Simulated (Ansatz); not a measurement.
System: interstitial O in rock-salt TiN (neutral cell). All values below come from PBE, PAW (plane waves to 420 eV; Ansatz, a quantum-chemistry and plane-wave program).

64-site cell at the relaxed PBE lattice, a 3×3×3 k-point mesh shifted by half a step, smearing 0.10 eV, spin-restricted, no finite-size correction. Energies are static. Sites that were not tried may lie lower.

Barriers: single points on a 4×4×4 k-point mesh shifted by half a step at the bands' geometries.

The step: a concerted move, in which O travels most. Atoms about the jump, Cartesian Å from the middle of the jump, before and after:

```json
[
 {"atom": "O1", "x0": "-1.06", "y0": "0.00", "z0": "0.00", "x1": "1.06", "y1": "0.00", "z1": "0.00"},
 {"atom": "Ti2", "x0": "0.04", "y0": "1.10", "z0": "1.10", "x1": "-0.04", "y1": "1.10", "z1": "1.10"},
 {"atom": "Ti3", "x0": "0.04", "y0": "-1.10", "z0": "-1.10", "x1": "-0.04", "y1": "-1.10", "z1": "-1.10"},
 {"atom": "N4", "x0": "0.18", "y0": "-1.24", "z0": "1.24", "x1": "-0.18", "y1": "-1.24", "z1": "1.24"},
 {"atom": "Ti5", "x0": "2.16", "y0": "-1.08", "z0": "1.08", "x1": "2.16", "y1": "-1.10", "z1": "1.10"},
 {"atom": "N6", "x0": "0.18", "y0": "1.24", "z0": "-1.24", "x1": "-0.18", "y1": "1.24", "z1": "-1.24"},
 {"atom": "Ti7", "x0": "-2.16", "y0": "-1.10", "z0": "1.10", "x1": "-2.15", "y1": "-1.08", "z1": "1.08"},
 {"atom": "N8", "x0": "2.11", "y0": "1.06", "z0": "1.06", "x1": "2.30", "y1": "1.24", "z1": "1.24"},
 {"atom": "N9", "x0": "2.11", "y0": "-1.06", "z0": "-1.06", "x1": "2.30", "y1": "-1.24", "z1": "-1.24"},
 {"atom": "N10", "x0": "-2.30", "y0": "1.24", "z0": "1.24", "x1": "-2.11", "y1": "1.06", "z1": "1.06"},
 {"atom": "N11", "x0": "-2.30", "y0": "-1.24", "z0": "-1.24", "x1": "-2.11", "y1": "-1.06", "z1": "-1.06"},
 {"atom": "Ti12", "x0": "2.15", "y0": "1.08", "z0": "-1.08", "x1": "2.16", "y1": "1.10", "z1": "-1.10"},
 {"atom": "Ti13", "x0": "0.02", "y0": "-1.08", "z0": "3.21", "x1": "-0.02", "y1": "-1.08", "z1": "3.21"},
 {"atom": "Ti14", "x0": "0.02", "y0": "-3.21", "z0": "1.08", "x1": "-0.02", "y1": "-3.21", "z1": "1.08"},
 {"atom": "Ti15", "x0": "-2.16", "y0": "1.10", "z0": "-1.10", "x1": "-2.16", "y1": "1.08", "z1": "-1.08"},
 {"atom": "N16", "x0": "0.00", "y0": "1.06", "z0": "3.16", "x1": "0.00", "y1": "1.06", "z1": "3.16"},
 {"atom": "N17", "x0": "0.00", "y0": "-3.16", "z0": "-1.06", "x1": "0.00", "y1": "-3.16", "z1": "-1.06"},
 {"atom": "N18", "x0": "2.14", "y0": "-1.07", "z0": "3.20", "x1": "2.12", "y1": "-1.06", "z1": "3.16"},
 {"atom": "N19", "x0": "2.14", "y0": "-3.20", "z0": "1.07", "x1": "2.12", "y1": "-3.16", "z1": "1.06"}
]
```

Q: Where do these atoms stand at the saddle point, and how high is it?

A: 
```tsv
atom	x	y	z
O1	0.17	-0.35	0.36
Ti2	-0.02	1.30	1.15
Ti3	-0.02	-1.14	-1.29
N4	-0.07	-1.64	1.65
Ti5	1.93	-1.07	1.07
N6	-0.03	1.21	-1.21
Ti7	-1.96	-1.05	1.05
N8	2.15	1.10	1.05
N9	2.15	-1.05	-1.10
N10	-2.11	1.07	1.04
N11	-2.11	-1.04	-1.07
Ti12	2.12	1.07	-1.07
Ti13	0.00	-0.97	3.35
Ti14	0.00	-3.35	0.97
Ti15	-2.12	1.09	-1.09
N16	0.00	1.10	3.18
N17	0.00	-3.17	-1.10
N18	2.13	-1.04	3.18
N19	2.13	-3.18	1.05
```
It lies 1.77 eV above the start and 1.77 eV above the end. The saddle point's order was not checked, and it lies on a symmetry element of the cell, where a band can be held. Symmetry-equivalent saddle points exist between the same ends.
